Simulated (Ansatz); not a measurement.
Take LiF in the CsCl type structure (space group Pm-3m, No. 221; a = 2.5165 Å; a model cell, its experimental status unchecked) as the base. Axes: x, y, z lie along the cube axes.

All numbers come from r2SCAN in Ansatz (plane waves to 500 eV, PAW, scalar-relativistic without spin-orbit coupling).

A first run, uniaxial strain ε_zz = +0.65 %, gives secant values C11 ≈ 280 GPa and C12 ≈ -29 GPa from its stress. A second run applies biaxial strain +1.60 %, plane normal [001], relaxed out of plane.

Task: What does linear elasticity predict for −ε⊥/ε∥ in the second run, and what does the run give?

Result: Linear elasticity: 2 C12/C11 = -0.21. The run gives -0.21; any difference comes from nonlinear terms at these strains and numerical noise.

Stability against distortions was not tested. This is not the structure that LiF has at room temperature and ambient pressure.

Ansatz is a first-principles code.
